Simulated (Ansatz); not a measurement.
For CrB (I4₁/amd, No. 141; cell taken from a computed entry), LDA (Ansatz, a program for electronic structure, plane waves, PAW) gives:

- lattice constant a: 2.870 Å
- lattice parameter c: 15.424 Å

Problem. What does r²SCAN-D4 (plane waves, PAW; Ansatz) give for the same quantities?

Solution. 
- lattice constant a: 2.892 Å (goes up by 0.8 %)
- lattice parameter c: 15.542 Å (increases by 0.8 %)

Changes are worked out from the printed values.

Unless a cell is named, each level is at its own relaxed cell (LDA 7.94, r²SCAN-D4 8.12 Å³/atom).

The crystal itself was run without spin with LDA, r²SCAN-D4; a magnetic state was not tried in these runs.

Caveats: the relaxation could not lower the start's symmetry, so the cell can be a saddle point above a distorted one (LDA, r²SCAN-D4). Ansatz's density-functional and Hartree–Fock values are scalar-relativistic unless marked +SOC, with PAW data made under PBE.
